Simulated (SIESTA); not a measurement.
A user runs SIESTA on Ag2O3 (Fdd2, 10 atoms in the cell) and asks whether the run is sound. The aim is a self-consistent single point with DFT, LDA PW92, numerical atomic orbitals DZP, PseudoDojo LDA standard norm-conserving potentials (rewritten from UPF to PSML).

Cell that was meant: a = 6.7033 Å, b = 5.5605 Å, c = 8.3089 Å, α = 53.45°, β = 41.79°, γ = 84.75°.

Part of the input:

```
PAO.BasisSize                DZP
PAO.EnergyShift              0.01 Ry
MeshCutoff                   350 Ry
OccupationFunction           MP
OccupationMPOrder            0
ElectronicTemperature        0.02 eV
```

Log, with long lists cut:

```
reinit: Reading from file input.fdf

reinit: System Name: Ag2O3
reinit: System Label: siesta

   [... lines left out ...]
Gamma-point calculation with interaction between periodic images
Some features might not work optimally:
Some features might not work optimally:
e.g. DM initialization from atomic data
e.g. DM initialization from atomic data
new_DM -- step:     1
Initializing Density Matrix...

Attempting to read DM from file... Failed...
DM filled with atomic data:

InitMesh: MESH = 80 x 80 x 80 = 512000
InitMesh: Mesh cutoff (required, used) =   350.000   425.942 Ry

stepf: Methfessel-Paxton step function
       Using Hermite-Gauss polynomials of order  0
        iscf     Eharris(eV)        E_KS(eV)     FreeEng(eV)     dDmax    Ef(eV) dHmax(eV)
   scf:    1   -19225.884601   -19447.320066   -19447.320066  0.804132 -1.215086 27.228419
   scf:    2   -19555.406434   -19541.137494   -19541.137494  0.697298 -3.451880  5.527063
   scf:    3   -19541.971174   -19542.409195   -19542.409195  0.117161 -4.458482  1.773880
   scf:    4   -19542.811441   -19542.793197   -19542.793197  0.084566 -4.619014  1.053754
   scf:    5   -19542.944639   -19542.895307   -19542.895307  0.052434 -4.801238  0.077698
   [... 3 lines left out ...]
   scf:    9   -19542.900991   -19542.900991   -19542.900991  0.000088 -4.782873  0.000410
   scf:   10   -19542.900991   -19542.900991   -19542.900991  0.000057 -4.782852  0.000356
   scf:   11   -19542.900991   -19542.900991   -19542.900991  0.000097 -4.782785  0.000052
   scf:   12   -19542.900991   -19542.900991   -19542.900991  0.000008 -4.782774  0.000030
SCF Convergence by DM+H criterion
max |DM_out - DM_in|         :     0.0000082574
max |H_out - H_in|      (eV) :     0.0000303851
SCF cycle converged after 12 iterations

Using DM_out to compute the final energy and forces

siesta: E_KS(eV) =           -19542.9010

siesta: E_KS - E_eggbox =    -19542.9010

siesta: Atomic forces (eV/Ang):
     1   -0.077075    0.137262    0.073719
     2    0.077075   -0.137262    0.073719
     3    0.077075    0.137262    0.073719
     4   -0.077075   -0.137262    0.073719
     5   -0.542254   -0.478377   -0.235865
     6    0.542254    0.478377   -0.235865
     7    0.542255   -0.478377   -0.235865
     8   -0.542255    0.478377   -0.235865
     9   -0.000000   -0.000000    0.321043
    10    0.000000   -0.000000    0.321043
   [... lines left out ...]
siesta: FreeEng =    -19542.900991
   [... lines left out ...]
siesta:     0.000000    0.069751   -0.000000
siesta:    -0.000000   -0.000000   -0.000399

siesta: Cell volume =        124.784868 Ang**3

siesta: Pressure (static):
siesta:                Solid            Molecule  Units
siesta:          -0.00030730         -0.00040594  Ry/Bohr**3
siesta:          -0.02821505         -0.03727183  eV/Ang**3
siesta:         -45.20549136        -59.71604971  kBar
```

Q: Is anything amiss in this input, and did it matter?

A: The run is not sound. The fault is a single k-point for a small cell. The zone centre alone samples the bands of a small cell poorly; it suits large supercells. To fix it, use a k-point mesh or a larger supercell. The run converged in 12 iterations without an error; against the sound input the free energy rises by 151 meV/atom, the pressure goes from -5.61 to -4.52 GPa and the largest force goes from 0.234 to 0.761 eV/Å.

The sound input it was made from differs as follows (other fixes are possible):
```diff
+%block kgrid.MonkhorstPack
+    5   0   0  0.0
+    0   5   0  0.0
+    0   0   5  0.0
+%endblock kgrid.MonkhorstPack
```

With that input, the run converged in 12 iterations: free energy E − TS -19544.4064 eV; top of the valence band (on the code's own zero) -4.83 eV; gap on the k-point mesh 0.30 eV; pressure -5.61 GPa; largest force (vector length) 0.234 eV/Å (DFT, LDA PW92, numerical atomic orbitals DZP, PseudoDojo LDA standard norm-conserving potentials (rewritten from UPF to PSML)).

On the sound input: the starting cell comes from a database of computed structures (which also holds hypothetical and non-ambient phases and stackings), without a prior relaxation at this level. Values carry the incompleteness of an atom-centred basis. With a pressure of about -6 GPa the cell is away from its equilibrium volume at this level.
